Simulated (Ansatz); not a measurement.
**Dilute random carbon in silicon, 4x4x4 cubic cells**

Prepared with Erhart-Albe potential (SiC_Erhart-Albe.tersoff) run with LAMMPS: minimisation. Geometry as solved with PBE, support functions at accuracy medium on the grid of 420 eV (Ansatz, a quantum-chemistry and plane-wave program).

```xyz
512
Lattice="21.71 0.00 0.00 0.00 21.71 0.00 0.00 0.00 21.71" Properties=species:S:1:pos:R:3 pbc="T T T"
Si    -0.05     0.01     0.03
Si     1.35     1.36     1.36
Si     2.72     2.70    -0.01
Si     4.07     4.07     1.35
Si     2.71     0.00     2.72
Si     4.07     1.37     4.08
Si    -0.01     2.73     2.72
Si     1.35     4.08     4.09
Si    -0.03     0.00     5.43
Si     1.35     1.34     6.80
Si     2.71     2.71     5.45
Si     4.05     4.09     6.81
Si     2.71    -0.03     8.18
Si     4.08     1.36     9.50
Si    -0.04     2.71     8.12
Si     1.35     4.07     9.49
Si     0.00     0.03    10.83
Si     1.40     1.41    12.19
Si     2.80     2.80    10.85
Si     4.30     4.28    12.03
Si     2.74     0.03    13.55
Si     4.12     1.44    14.87
Si     0.00     2.72    13.56
Si     1.40     4.08    14.88
Si     0.00     0.00    16.28
Si     1.36     1.36    17.63
Si     2.73     2.72    16.27
Si     4.09     4.06    17.64
Si     2.71    -0.03    18.96
Si     4.07     1.33    20.33
Si     0.00     2.72    18.99
Si     1.36     4.07    20.35
Si     0.00     5.43     0.00
Si     1.36     6.80     1.35
Si     2.73     8.15    -0.03
Si     4.06     9.50     1.37
Si     2.71     5.43     2.72
Si     4.08     6.79     4.08
Si     0.00     8.14     2.73
Si     1.31     9.50     4.14
Si    -0.02     5.41     5.47
Si     1.34     6.81     6.85
Si     2.71     8.14     5.46
Si     4.08     9.46     6.87
Si     2.78     5.46     8.24
Si     4.32     6.60     9.74
Si    -0.07     8.21     8.16
Si     1.40     9.44     9.51
Si     0.00     5.43    10.85
Si     1.37     6.78    12.22
Si     2.80     8.07    10.87
Si     4.07     9.50    12.22
Si     2.79     5.43    13.50
Si     4.08     6.79    14.92
Si     0.00     8.14    13.57
Si     1.36     9.51    14.92
Si     0.00     5.42    16.26
Si     1.35     6.78    17.63
Si     2.72     8.15    16.28
Si     4.10     9.50    17.62
Si     2.73     5.43    18.99
Si     4.11     6.79    20.32
Si    -0.01     8.15    18.99
Si     1.36     9.51    20.33
Si    -0.02    10.84    -0.01
Si     1.34    12.20     1.36
Si     2.72    13.56     0.00
Si     4.09    14.92     1.37
Si     2.69    10.85     2.75
Si     4.07    12.19     4.10
Si    -0.01    13.58     2.72
Si     1.34    14.95     4.08
Si    -0.08    10.86     5.51
Si     1.35    12.21     6.79
Si     2.70    13.58     5.44
Si     4.07    14.93     6.80
Si     2.71    10.87     8.18
Si     4.07    12.26     9.55
Si    -0.08    13.49     8.14
Si     1.30    14.87     9.51
Si    -0.05    10.81    10.78
Si     1.30    12.21    12.16
Si     2.70    13.64    10.93
Si     3.87    15.12    12.41
Si     2.69    10.86    13.54
Si     4.10    12.18    14.90
Si     0.06    13.63    13.55
Si     1.56    15.11    14.72
Si     0.00    10.87    16.27
Si     1.37    12.26    17.58
Si     2.74    13.62    16.19
Si     4.10    14.90    17.61
Si     2.72    10.88    18.95
Si     4.08    12.21    20.34
Si    -0.01    13.57    18.97
Si     1.36    14.93    20.35
Si    -0.01    16.28     0.00
Si     1.33    17.65     1.36
Si     2.71    19.00     0.00
Si     4.07    20.35     1.36
Si     2.71    16.29     2.71
Si     4.09    17.64     4.06
Si    -0.04    19.02     2.72
Si     1.34    20.35     4.08
Si    -0.04    16.32     5.43
Si     1.35    17.64     6.79
Si     2.72    19.00     5.43
Si     4.07    20.36     6.80
Si     2.68    16.25     8.16
Si     4.07    17.62     9.52
Si    -0.01    18.99     8.16
Si     1.36    20.30     9.55
Si     0.07    16.26    10.93
Si     1.56    17.43    12.41
Si     2.72    18.92    10.93
Si     4.09    20.35    12.20
C      2.72    16.28    13.57
Si     3.88    17.44    14.72
Si     0.08    18.93    13.56
Si     1.37    20.36    14.91
Si     0.07    16.27    16.20
Si     1.35    17.64    17.62
Si     2.72    18.93    16.20
Si     4.08    20.33    17.57
Si     2.73    16.27    18.97
Si     4.07    17.64    20.34
Si    -0.01    19.00    18.99
Si     1.33    20.36    20.36
Si     5.44    -0.01    -0.01
Si     6.79     1.36     1.35
Si     8.16     2.71     0.00
Si     9.52     4.06     1.35
Si     8.15     0.00     2.71
Si     9.51     1.36     4.08
Si     5.43     2.72     2.72
Si     6.79     4.08     4.08
Si     5.44     0.04     5.47
Si     6.78     1.42     6.85
Si     8.15     2.72     5.44
Si     9.49     4.08     6.81
Si     8.15     0.04     8.18
Si     9.47     1.46     9.54
Si     5.42     2.81     8.24
Si     6.61     4.28     9.72
Si     5.46     0.00    10.86
Si     6.81     1.37    12.22
Si     8.09     2.85    10.93
Si     9.52     4.15    12.31
Si     8.14    -0.03    13.56
Si     9.50     1.35    14.93
Si     5.51     2.84    13.51
Si     6.90     4.15    14.95
Si     5.45     0.04    16.24
Si     6.86     1.35    17.64
Si     8.21     2.75    16.31
Si     9.59     4.19    17.61
Si     8.22    -0.04    18.99
Si     9.54     1.38    20.34
Si     5.46     2.69    18.99
Si     6.79     4.06    20.35
Si     5.44     5.42    -0.01
Si     6.83     6.78     1.33
Si     8.21     8.13    -0.05
Si     9.55     9.46     1.35
Si     8.16     5.42     2.71
Si     9.54     6.76     4.08
Si     5.45     8.14     2.70
Si     6.80     9.49     4.08
Si     5.43     5.44     5.44
Si     6.80     6.79     6.80
Si     8.17     8.13     5.43
Si     9.51     9.51     6.79
Si     8.10     5.44     8.21
Si     9.50     6.79     9.51
Si     5.47     8.09     8.23
Si     6.83     9.53     9.51
C      5.49     5.44    10.91
Si     6.69     6.62    12.11
Si     8.08     8.09    10.86
Si     9.43     9.40    12.30
Si     8.35     5.62    13.77
C      9.56     6.80    14.98
Si     5.43     8.08    13.50
Si     6.87     9.37    14.87
Si     5.45     5.43    16.28
Si     6.88     6.78    17.56
Si     8.36     7.94    16.08
Si     9.57     9.37    17.55
Si     8.15     5.41    18.99
Si     9.58     6.78    20.26
Si     5.49     8.14    18.94
Si     6.81     9.49    20.34
Si     5.43    10.84     0.00
Si     6.80    12.19     1.36
Si     8.15    13.54    -0.02
Si     9.50    14.91     1.34
Si     8.17    10.83     2.72
Si     9.52    12.21     4.08
Si     5.45    13.55     2.75
Si     6.82    14.92     4.11
Si     5.44    10.82     5.48
Si     6.81    12.22     6.81
Si     8.21    13.58     5.48
Si     9.58    14.94     6.89
Si     8.21    10.91     8.16
Si     9.58    12.26     9.55
Si     5.43    13.58     8.16
Si     6.75    14.93     9.56
Si     5.43    10.86    10.86
Si     6.73    12.26    12.22
Si     8.15    13.57    10.88
Si     9.58    14.92    12.15
Si     8.10    10.87    13.56
Si     9.50    12.21    14.92
Si     5.36    13.64    13.57
Si     6.83    14.92    14.90
Si     5.50    10.78    16.23
Si     6.85    12.18    17.60
Si     8.20    13.61    16.27
Si     9.58    15.00    17.63
Si     8.20    10.76    18.94
Si     9.51    12.16    20.32
Si     5.46    13.53    18.97
Si     6.79    14.91    20.34
Si     5.44    16.28    -0.01
Si     6.84    17.65     1.33
Si     8.22    19.01    -0.05
Si     9.54    20.39     1.34
Si     8.16    16.28     2.71
Si     9.51    17.64     4.08
Si     5.46    19.01     2.71
Si     6.79    20.38     4.09
Si     5.43    16.28     5.44
Si     6.79    17.64     6.80
Si     8.15    19.01     5.44
Si     9.50    20.37     6.81
Si     8.13    16.28     8.18
Si     9.59    17.56     9.50
Si     5.43    18.99     8.15
Si     6.82    20.33     9.51
Si     5.38    16.29    10.95
Si     6.83    17.64    12.24
Si     8.21    18.95    10.85
Si     9.52    20.36    12.19
Si     8.24    16.28    13.57
Si     9.58    17.64    14.98
Si     5.37    18.92    13.56
Si     6.75    20.31    14.91
Si     5.38    16.27    16.18
Si     6.75    17.63    17.57
Si     8.15    18.99    16.26
Si     9.57    20.27    17.62
Si     8.12    16.28    18.96
Si     9.56    17.63    20.25
Si     5.43    19.00    18.97
Si     6.81    20.35    20.33
Si    10.94     0.02    -0.03
Si    12.33     1.42     1.36
Si    13.76     2.94     0.16
C     14.91     4.04     1.37
Si    13.63     0.00     2.78
Si    15.09     1.23     4.20
Si    10.87     2.69     2.71
Si    12.32     4.01     4.00
Si    10.87     0.00     5.44
Si    12.21     1.37     6.80
Si    13.63     2.65     5.43
Si    14.92     4.07     6.79
Si    13.64     0.01     8.07
Si    14.92     1.35     9.50
Si    10.86     2.74     8.16
Si    12.23     4.09     9.52
Si    10.86     0.05    10.84
Si    12.22     1.35    12.27
Si    13.57     2.70    10.87
Si    14.93     4.06    12.21
Si    13.56    -0.05    13.62
Si    14.89     1.38    14.93
Si    10.86     2.75    13.61
Si    12.16     4.19    14.97
Si    10.86    -0.02    16.26
Si    12.21     1.36    17.63
Si    13.52     2.76    16.27
Si    14.83     4.16    17.63
Si    13.57     0.05    19.04
Si    14.92     1.44    20.42
Si    10.91     2.76    19.00
Si    12.28     4.16    20.34
Si    10.86     5.43    -0.02
Si    12.29     6.71     1.35
Si    13.56     8.13    -0.02
Si    14.92     9.49     1.35
Si    13.76     5.21     2.52
Si    14.92     6.70     3.99
Si    10.92     8.10     2.73
Si    12.23     9.53     4.09
Si    10.92     5.39     5.41
Si    12.22     6.78     6.78
Si    13.57     8.09     5.37
Si    14.92     9.46     6.76
Si    13.60     5.46     8.15
Si    14.94     6.83     9.53
Si    10.87     8.14     8.15
Si    12.21     9.51     9.52
Si    10.86     5.44    10.87
Si    12.14     6.79    12.29
Si    13.53     8.14    10.91
Si    14.95     9.51    12.17
Si    13.57     5.42    13.56
Si    14.84     6.79    14.98
Si    10.66     7.96    13.78
Si    12.15     9.40    14.95
Si    10.84     5.76    16.26
C     12.11     6.81    17.52
Si    13.34     7.96    16.44
Si    14.84     9.38    17.66
Si    13.30     5.64    18.73
Si    14.80     6.69    20.32
Si    11.04     7.95    18.76
Si    12.21     9.41    20.26
Si    10.88    10.79    -0.05
Si    12.23    12.21     1.31
Si    13.57    13.62    -0.05
Si    14.92    14.93     1.35
Si    13.60    10.87     2.72
Si    14.97    12.20     4.12
Si    10.87    13.55     2.70
Si    12.22    14.91     4.08
Si    10.87    10.90     5.48
Si    12.22    12.28     6.87
Si    13.58    13.56     5.44
Si    14.90    14.87     6.87
Si    13.58    10.84     8.13
Si    14.85    12.27     9.49
Si    11.06    13.75     8.37
C     12.22    14.91     9.51
Si    10.82    10.80    10.94
Si    12.19    12.26    12.19
Si    13.36    13.74    10.67
Si    14.84    14.94    12.13
Si    13.54    10.81    13.53
Si    14.88    12.17    14.91
Si    10.86    13.61    13.61
Si    12.22    15.00    14.99
Si    10.87    10.85    16.26
Si    12.21    12.21    17.63
Si    13.57    13.57    16.27
Si    14.85    15.00    17.62
Si    13.57    10.85    18.99
Si    14.92    12.22    20.35
Si    10.85    13.57    18.99
Si    12.21    14.99    20.27
Si    10.84    16.28    -0.02
Si    12.21    17.64     1.34
Si    13.57    19.00    -0.01
Si    14.92    20.36     1.36
Si    13.56    16.28     2.71
Si    14.92    17.63     4.09
Si    10.86    19.00     2.71
Si    12.22    20.33     4.09
Si    10.88    16.30     5.45
Si    12.27    17.60     6.86
Si    13.64    19.02     5.47
Si    15.11    20.57     6.57
Si    13.40    16.06     8.34
Si    14.85    17.62     9.45
Si    10.87    18.99     8.14
Si    12.24    20.38     9.46
Si    11.06    16.08    10.66
Si    12.22    17.57    12.14
Si    13.56    19.01    10.85
Si    14.92    20.35    12.22
Si    13.57    16.29    13.57
Si    14.85    17.65    15.01
Si    10.86    18.95    13.52
Si    12.21    20.25    14.97
Si    11.06    16.48    16.47
C     12.21    17.64    17.64
Si    13.37    18.81    16.49
Si    14.84    20.32    17.67
Si    13.37    16.48    18.79
Si    14.85    17.65    20.28
Si    11.05    18.80    18.79
Si    12.22    20.29    20.28
Si    16.27     0.02     0.00
Si    17.56     1.44     1.36
Si    18.98     2.73     0.00
Si    20.33     4.10     1.37
Si    18.86     0.06     2.78
Si    20.33     1.37     4.07
Si    16.09     2.86     2.57
Si    17.56     4.08     3.99
C     16.26     0.04     5.39
Si    17.42     1.16     6.57
Si    18.86     2.65     5.37
Si    20.27     4.02     6.76
Si    18.89    -0.02     8.06
Si    20.29     1.34     9.45
Si    16.27     2.64     8.07
Si    17.63     4.02     9.45
Si    16.28    -0.01    10.85
Si    17.65     1.33    12.21
Si    18.99     2.71    10.84
Si    20.35     4.07    12.20
Si    19.02    -0.03    13.57
Si    20.35     1.36    14.92
Si    16.29     2.70    13.56
Si    17.63     4.09    14.90
Si    16.21    -0.03    16.29
Si    17.56     1.37    17.63
Si    18.97     2.71    16.27
Si    20.32     4.07    17.65
Si    18.96     0.02    18.99
Si    20.34     1.37    20.35
Si    16.21     2.77    18.99
Si    17.54     4.07    20.41
Si    16.02     5.21     0.16
Si    17.52     6.71     1.34
Si    18.93     8.09     0.00
Si    20.32     9.46     1.36
Si    18.97     5.47     2.74
Si    20.35     6.83     4.14
Si    16.27     8.13     2.71
Si    17.63     9.49     4.08
Si    16.28     5.43     5.42
Si    17.62     6.79     6.79
Si    18.99     8.21     5.51
Si    20.15     9.69     7.00
Si    18.98     5.43     8.14
Si    20.33     6.79     9.51
Si    16.33     8.21     8.15
Si    17.80     9.72     9.31
Si    16.28     5.40    10.82
Si    17.60     6.82    12.17
Si    18.96     8.22    10.80
Si    20.34     9.49    12.21
Si    18.98     5.46    13.53
Si    20.35     6.78    14.92
Si    16.23     8.15    13.59
Si    17.64     9.51    14.92
Si    16.26     5.43    16.27
Si    17.62     6.78    17.64
Si    18.99     8.14    16.28
Si    20.34     9.52    17.63
Si    18.94     5.42    19.03
Si    20.34     6.78    20.35
Si    16.25     8.08    19.05
Si    17.61     9.48    20.35
Si    16.27    10.86     0.00
Si    17.64    12.21     1.36
Si    18.98    13.58     0.00
Si    20.33    14.94     1.37
Si    18.99    10.85     2.72
Si    20.35    12.22     4.08
Si    16.28    13.57     2.73
Si    17.60    14.88     4.16
Si    16.35    10.84     5.50
Si    17.83    12.01     6.99
Si    18.99    13.49     5.51
Si    20.35    14.92     6.79
C     18.99    10.85     8.15
Si    20.16    11.99     9.30
Si    16.35    13.49     8.15
Si    17.63    14.92     9.51
Si    16.29    10.90    10.78
Si    17.62    12.21    12.20
Si    18.99    13.48    10.78
Si    20.35    14.87    12.16
Si    19.01    10.88    13.56
Si    20.38    12.26    14.91
Si    16.20    13.55    13.51
Si    17.59    14.91    14.88
Si    16.21    10.78    16.29
Si    17.56    12.21    17.63
Si    18.95    13.55    16.26
Si    20.37    14.92    17.57
Si    18.95    10.86    18.99
Si    20.34    12.21    20.34
Si    16.23    13.63    18.99
Si    17.64    14.95    20.34
Si    16.24    16.31    -0.03
Si    17.59    17.67     1.40
Si    18.97    18.99     0.02
Si    20.26    20.39     1.40
Si    18.94    16.26     2.76
Si    20.27    17.69     4.07
Si    16.26    19.07     2.79
Si    17.42    20.57     4.26
Si    16.24    16.28     5.50
Si    17.65    17.64     6.82
Si    18.90    19.08     5.44
Si    20.33    20.34     6.80
Si    19.02    16.28     8.18
Si    20.39    17.63     9.56
Si    16.23    19.03     8.06
Si    17.61    20.32     9.49
Si    16.26    16.32    10.83
Si    17.61    17.64    12.24
Si    18.99    18.99    10.88
Si    20.41    20.32    12.21
Si    18.99    16.24    13.53
Si    20.35    17.62    14.90
Si    16.23    19.00    13.62
Si    17.62    20.36    14.93
Si    16.27    16.28    16.27
Si    17.63    17.64    17.63
Si    18.99    18.99    16.27
Si    20.33    20.36    17.63
Si    19.01    16.29    18.96
Si    20.34    17.64    20.36
Si    16.27    19.00    18.99
Si    17.63    20.36    20.36
```
